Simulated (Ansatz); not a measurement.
Terminations of the (110) surface of bcc Nb, measured from the surface 'clean 1x1'. Atoms come from or go to: Ag: fcc Ag, Au: fcc Au, Br: ½ Br2(g), Ir: fcc Ir, Nb: bcc Nb, Re: hcp Re, Rh: fcc Rh, W: bcc W, Zn: hcp Zn, Zr: hcp Zr. ΔE is the energy of forming the row's surface from that one (negative: more stable at these reservoirs); the vacuum level's shift is aligned on the shared bottom. No zero-point or thermal terms. These are constructed structures in small cells; real faces may alloy, dewet or reconstruct in larger ones, and not all known structures of the face are among them. Slabs of about 12 Å with all that they carry, Fermi-Dirac smearing of 0.1 eV. Bottom of the slabs: a bare face, its two planes held. Relaxed from the named starts with such symmetry as they have, on meshes of like density; energies extrapolated to zero smearing; no spin-orbit coupling, no U. Spin-polarised runs, if any, are marked in brackets, and their order is one that fits the cell; the others ran without spin. A dash marks a value that is undefined for that row (no clear gap, or no work function of a gapped slab) or was not read reliably on its mesh.

These are PBE (plane waves to 420 eV, PAW; Ansatz, a first-principles code) values and carry that method's errors.

| surface | atoms added per 1x1 | ΔE per 1x1 (eV) | shift of the vacuum level (eV) | work function (eV) |
|---|---|---|---|---|
| a layer of Ir in place of the third plane | +1 Ir, -1 Nb | -0.63 | 0.10 | 4.56 |
| a layer of Rh in place of the second plane | -1 Nb, +1 Rh | -0.31 | -0.02 | 4.47 |
| a layer of Zr in place of the third plane | -1 Nb, +1 Zr | (withheld) | -0.06 | 4.44 |
| a cell of two sites (a+b, b-a) surface alloy, Au on one Nb site of the top plane | +0.5 Au, -0.5 Nb | -0.40 | -0.25 | 4.24 |
| a layer of W in place of the second plane | -1 Nb, +1 W | (withheld) | -0.10 | 4.40 |
| a cell of two sites (a+b, b-a) layer of Br, one a cell, on the site that continues the host's stacking | +0.5 Br | (withheld) | -0.68 | 3.80 |
| one row in 2 of the top plane missing | -0.5 Nb | 0.50 | -0.80 | 3.69 |
| a pseudomorphic layer of Zn in the host's stacking | +1 Zn | (withheld) | -0.14 | 4.35 |
| a pseudomorphic layer of Re in the host's stacking | +1 Re | 0.27 | 0.06 | 4.55 |
| a cell of two sites (a+b, b-a) surface alloy, Ag on one Nb site of the top plane | +0.5 Ag, -0.5 Nb | 0.05 | -0.29 | 4.19 |
| a cell of two sites (a+b, b-a), one Nb adatom | +0.5 Nb | 0.50 | -1.16 | 3.32 |
| p(2x2), one Nb adatom | +0.25 Nb | (withheld) | -1.01 | 3.48 |

Task: Some entries are withheld; supply them.

Result: 
- a layer of Zr in place of the third plane, ΔE per 1x1 (eV): 0.29
- a layer of W in place of the second plane, ΔE per 1x1 (eV): 0.00
- a cell of two sites (a+b, b-a) layer of Br, one a cell, on the site that continues the host's stacking, ΔE per 1x1 (eV): -1.35
- a pseudomorphic layer of Zn in the host's stacking, ΔE per 1x1 (eV): -0.51
- p(2x2), one Nb adatom, ΔE per 1x1 (eV): 0.40
